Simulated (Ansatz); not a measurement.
Consider SiC (space group P6_3mc, No. 186; a = 3.058 Å, c = 10.012 Å). Axes: x lies along a and z along c of the hexagonal cell.

Method: DFT with LDA, PAW potentials and a 420 eV plane-wave cutoff in Ansatz (an electronic-structure program), no SOC.

Strains are applied to the cell and any free atomic positions relax.

One change was made to it. Results:

| quantity | base | after |
|---|---|---|
| band gap | 2.18 eV | 2.03 eV |
| energy relative to the base (free energy F) | 0 meV/atom | +3.8 meV/atom |
| valence-band top at Γ (three highest levels, from the VBM) | 0.00, 0.00, -0.05 eV | 0.00, -0.14, -0.20 eV |

Q: Which change produced these results?
A) uniaxial strain ε_xx = −3.00 %
B) uniaxial strain ε_xx = −0.75 %
C) uniaxial strain ε_xx = −2.25 %
D) uniaxial strain ε_xx = −1.50 %

A: D, uniaxial strain ε_xx = −1.50 %. For comparison, the band gap in the other runs: uniaxial strain ε_xx = −2.25 % gives 1.95 eV; uniaxial strain ε_xx = −0.75 % gives 2.11 eV; uniaxial strain ε_xx = −3.00 % gives 1.87 eV.

Whether these cells are dynamically stable was not tested.
